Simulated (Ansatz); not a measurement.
Base system: WS₂ (space group P6_3/mmc, No. 194; a = 3.154 Å, c = 12.141 Å; layered, stacked along the Cartesian z axis). Axes: x lies along a and z along c of the hexagonal cell.

Level of theory: PBE-D3(BJ) (Ansatz, an electronic-structure program), no spin-orbit coupling.

For the base:

The valence-band top at Γ comes out as 0.00, -1.30, -1.42 eV and the hole mass is 0.88 mₑ along c, 0.55 mₑ across (at Γ).

It is then changed as follows: tensile biaxial strain of 0.60 % in the plane normal to [001], as in epitaxy on a mismatched substrate; the out-of-plane cell vector and the atoms relax.

**Question.** Predict the new in-plane stress, valence-band top at Γ and hole mass.

**Answer.** The mean in-plane stress (compression positive) comes out as -1.8 GPa; the valence-band top at Γ (three highest levels, from the VBM) becomes 0.00, -1.25, -1.40 eV (base: 0.00, -1.30, -1.42 eV); the hole mass goes from 0.88 mₑ along c, 0.55 mₑ across (at Γ) to 0.94 mₑ out of plane, 0.52 mₑ in plane (at Γ).

Spin-orbit coupling, missing from the scalar runs, can matter with W. The levels and masses belong to the bands next to the band gap. Effective masses come from finite differences of ±0.01 Å⁻¹. Whether these cells are dynamically stable was not tested.
